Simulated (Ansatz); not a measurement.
The parent structure is Ca in the fcc (Cu type) structure (space group Fm-3m, No. 225; a = 5.527 Å; relaxed with 0.1 eV smearing).

Computed with plane-wave PAW DFT at the PBE level (Ansatz, a quantum-chemistry and plane-wave program, 420 eV), no spin-orbit coupling.

Before the change:

The pressure is 0.0 GPa and the band gap comes out as zero.

Modification: an isotropic linear strain of −1.50 %; the atoms relax in the strained cell.

Q: How does this affect the pressure, energy relative to the base and band gap?

A: The pressure goes from zero to 0.9 GPa; the energy rises by 4.9 meV/atom; the band gap is still zero.

Stability against distortions was not tested.
